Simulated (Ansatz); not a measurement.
The reference is Sn in the diamond structure (space group Fd-3m, No. 227; a = 6.540 Å). Axes: x, y, z lie along the cube axes.

Computed with Ansatz (a quantum-chemistry and plane-wave program), PBEsol, PAW, cutoff 420 eV, no spin-orbit coupling.

One thing is altered: a free-standing slab of 3 layers (6 atoms, 2 a layer) is cut normal to [110], with 15 Å of vacuum and the in-plane cell held at bulk.

Predict the new excess energy per area of both faces.

The excess energy per area of both faces (slab less bulk energy over the cell's area: twice a surface energy) amounts to 1.57 J/m² (uncertain by up to 0.03 J/m²).

What happens to the change of the spacing d12 from its bulk value of 2.312 Å?

The change of the spacing d12 from its bulk value of 2.312 Å comes out as -1.8 %.

The excess energy carries the mismatch between the slab's and the bulk's meshes. No phonon test of stability was made.
